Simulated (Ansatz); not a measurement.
The reference is MnO in the rock salt structure (space group Fm-3m, No. 225; a = 4.4503 Å; ferromagnetic). Axes: x, y, z lie along the cube axes.

All numbers come from Ansatz (a quantum-chemistry and plane-wave program) r2SCAN, no spin-orbit coupling.

Base values:

The largest site moment comes out as 4.27 μB, the pressure is 0.0 GPa and the shortest interatomic distance is 2.225 Å. The magnetic state comes out as ferromagnetic.

Modification: the symmetric strain tensor [0.0037 0.0096 -0.0024; 0.0096 0.0288 -0.0053; -0.0024 -0.0053 0.0159], atoms relaxed at fixed cell.

Task: Predict the new energy relative to the base, largest site moment, pressure, shortest interatomic distance and magnetic state.

Result: The energy goes up by 15 meV/atom; the largest site moment is nearly the same (4.27 μB against 4.28 μB); the pressure (mean of the normal stresses, compression positive) goes from zero to -7.1 GPa; the shortest interatomic distance goes up by 0.008 Å, from 2.225 Å to 2.233 Å; the magnetic state is still ferromagnetic.

The mesh was chosen for an insulator and is coarse for the gapless case. No phonon test of stability was made. No Hubbard U is applied and the magnetic state is the run's own (MnO ferromagnetic); other magnetic orders, which need larger cells, were not tried and can change the gap. In its common phase, real MnO is an antiferromagnetic insulator at low temperature.
